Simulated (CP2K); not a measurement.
# How a calculation on BiP₂O₇ (P-1, 20 atoms in the cell) responds to its settings

```
BiP2O7
1.0
    6.98788     0.00000     0.00000
    0.63674     6.97564     0.00000
    0.14614     2.99280     6.77467
Bi P O
2 4 14
Direct
  0.32847   0.89784   0.22970
  0.67153   0.10216   0.77030
  0.61398   0.66164   0.65453
  0.38602   0.33836   0.34547
  0.84098   0.78182   0.26495
  0.15902   0.21818   0.73505
  0.39039   0.57171   0.22013
  0.60961   0.42829   0.77987
  0.08083   0.38679   0.80210
  0.91917   0.61321   0.19790
  0.00068   0.07693   0.73772
  0.99932   0.92307   0.26228
  0.77216   0.67875   0.48748
  0.22784   0.32125   0.51252
  0.68013   0.77489   0.77717
  0.31987   0.22511   0.22283
  0.66236   0.91970   0.14045
  0.33764   0.08030   0.85955
  0.42056   0.76380   0.54600
  0.57944   0.23620   0.45400
```

Base run A: PBEsol, GPW, DZVP-MOLOPT-SR-GTH basis, GTH-PBE potentials (GTH_POTENTIALS) in CP2K, self-consistent single point.

Its settings: CUTOFF = 450 Ry; REL_CUTOFF = 40 Ry; SMEAR/METHOD = FERMI_DIRAC; ELECTRONIC_TEMPERATURE = 1160.45 K; KPOINTS/SCHEME = MACDONALD 3 3 3 0.1666666667 0.1666666667 0.1666666667; XC_FUNCTIONAL = PBE:PBESOL; Bi/BASIS_SET = DZVP-MOLOPT-SR-GTH-q5; Bi/POTENTIAL = GTH-PBE-q5; P/BASIS_SET = DZVP-MOLOPT-SR-GTH-q5; P/POTENTIAL = GTH-PBE-q5; O/BASIS_SET = DZVP-MOLOPT-SR-GTH-q6; O/POTENTIAL = GTH-PBE-q6; METHOD = GPW; EPS_DEFAULT = 1e-10; NGRIDS = 5; SCF_GUESS = ATOMIC; EPS_SCF = 1e-07; MAX_SCF = 100; ADDED_MOS = 19; MIXING/METHOD = BROYDEN_MIXING.

The starting cell comes from a database of computed structures (which also holds hypothetical and non-ambient phases and stackings), without a prior relaxation at this level. Values carry the incompleteness of an atom-centred basis. The potentials were made for another functional than the one used. In the base run, forces exceed 1 eV/Å. The run gives no clean gap (levels at the Fermi energy touch, overlap or are partly filled at this smearing), which alone does not show that the compound is a metal.

ΔF is the free energy per atom less that of run A. 

Run A gave: pressure (GPa) 1.15; largest force (eV/Å) 1.015; iterations 22.

Runs:
- B: MIXING/BETA = 0.1 1/bohr
- C: MIXING/BETA = 0.3 1/bohr
- D: MIXING/BETA = 0.5 1/bohr
- E: MIXING/BETA = 1 1/bohr
- F: MIXING/BETA = 1.5 1/bohr
- G: MIXING/BETA = 3 1/bohr

Question: Which runs reach the base run's state, and which is quickest in iterations?

Answer: Runs B, C, D, E, F, G ended on the same solution as A (within 1 meV/atom). The fewest iterations to that state were 22 (A, B, C, D); the most were 39.

```json
[
 {"run": "A", "ΔF (meV/atom)": "0.00", "pressure (GPa)": "1.15", "largest force (eV/Å)": "1.015", "iterations": "22"},
 {"run": "B", "ΔF (meV/atom)": "0.00", "pressure (GPa)": "1.15", "largest force (eV/Å)": "1.015", "iterations": "22"},
 {"run": "C", "ΔF (meV/atom)": "0.00", "pressure (GPa)": "1.15", "largest force (eV/Å)": "1.015", "iterations": "22"},
 {"run": "D", "ΔF (meV/atom)": "0.00", "pressure (GPa)": "1.15", "largest force (eV/Å)": "1.015", "iterations": "22"},
 {"run": "E", "ΔF (meV/atom)": "0.00", "pressure (GPa)": "1.15", "largest force (eV/Å)": "1.015", "iterations": "31"},
 {"run": "F", "ΔF (meV/atom)": "0.00", "pressure (GPa)": "1.15", "largest force (eV/Å)": "1.015", "iterations": "36"},
 {"run": "G", "ΔF (meV/atom)": "0.00", "pressure (GPa)": "1.15", "largest force (eV/Å)": "1.015", "iterations": "39"}
]
```
